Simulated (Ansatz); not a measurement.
Gap of a one-dimensional CsBr body, 2 atoms a period at several levels, all on one geometry.

```xyz
2
Lattice="11.0000 0.0000 0.0000 0.0000 11.0000 0.0000 0.0000 0.0000 6.6904" Properties=species:S:1:pos:R:3 pbc="T T T"
Cs     5.5000     5.5000     0.0000
Br     5.5000     5.5000     3.3452
```

Levels: PBE (plane waves to 420 eV, PAW; Ansatz, a quantum-chemistry and plane-wave program); Ansatz with PBE with spin-orbit coupling; r2SCAN (plane waves to 500 eV, PAW; Ansatz); Ansatz with HSE06. Unmarked values and the geometry are of the first. Mesh 1×1×46. No spin polarisation. It repeats along c; a and b span vacuum. A hypothetical model. Only distortions within the start's symmetry and period were free. Pairing along the axis, which can open a gap, is among the distortions not tried. Values not marked SOC lack spin–orbit coupling. HSE06 ran on a 1×1×3 mesh and at PBE's edge points.

| level | gap (eV) |
|---|---|
| PBE | 3.80 |
| PBE+SOC | ___ |
| r2SCAN | 4.61 |
| HSE06 | 4.76 |

Question: Complete the blanks.

Answer: 
- PBE+SOC, gap (eV): 3.72
